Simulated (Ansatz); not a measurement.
Take InSb in the zinc blende structure (space group F-43m, No. 216) as the base.

```
InSb
1.0
    0.00000     3.31730     3.31730
    3.31730     0.00000     3.31730
    3.31730     3.31730     0.00000
Sb In
1 1
Direct
  0.75000   0.75000   0.75000
  0.00000   0.00000   0.00000
```

All numbers come from PBE (Ansatz, a program for electronic structure, PAW, no spin-orbit coupling).

Before the change:

* **Volume per atom**: 36.51 Å³
* **Band gap**: zero

One thing is altered: full substitution Sb → P; the structure is relaxed again.

Question: What does the calculation give for the volume per atom and band gap after the change?

Answer: The volume per atom drops by 10.05 Å³ (36.51 Å³ → 26.46 Å³); the band gap becomes 0.44 eV (base: zero).

Spin-orbit coupling, missing from the scalar runs, can matter with Sb. No phonon test of stability was made. The final runs are not spin-polarised. The zero or small gap of InSb can change with the level of theory.
